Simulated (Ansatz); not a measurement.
## What x(I) = 0.75, 8 atoms, P-43m does to CdTe

Take CdTe in the zinc blende structure (space group F-43m, No. 216; a = 6.5576 Å) as the base.

The other end (x = 1) is CdI in the zinc blende structure (space group F-43m, No. 216; a hypothetical phase, not in the database extracts checked): 47.40 Å³/atom, gap zero; this end may not be an ambient phase.

It is then changed as follows: I replaces 75.0 % of the Te, ordered in a cell of 8 atoms (starting symmetry P-43m) and fully relaxed.

Calculations: Kohn–Sham DFT with the r2SCAN functional, run in Ansatz (an electronic-structure program) with PAW and 500 eV plane waves, without spin-orbit coupling. Γ-centred 7×7×7 mesh, Fermi–Dirac width 0.05 eV, for the changed cell.

```csv
quantity,base,changed,shift
volume per atom,35.25 Å³,44.12 Å³,+8.876 Å³
density,5.65 g/cm³,4.51 g/cm³,-1.147 g/cm³
shortest interatomic distance,284.0 pm,289.8 pm,+5.85 pm
band gap,1.17 eV,zero,–
mixing energy (to 0.01 eV only: unlike meshes or grids) (against an end that may be hypothetical),–,+0.04 eV/atom,–
deviation of the volume from the linear (Vegard-type) interpolation,–,-0.5 %,–
mean first-shell distances,–,"Te–Cd 2.898 Å (end compound 2.840 Å), I–Cd 3.118 Å (end compound 3.134 Å)",–
```

Each cell is one ordered arrangement of few atoms, which overstates ordering effects compared with a random alloy. With Te present, leaving out spin-orbit coupling can change the band edges. Whether these cells are dynamically stable was not tested. All final runs are without spin polarisation. An odd electron count without spin: Cd4TeI3 and CdI.
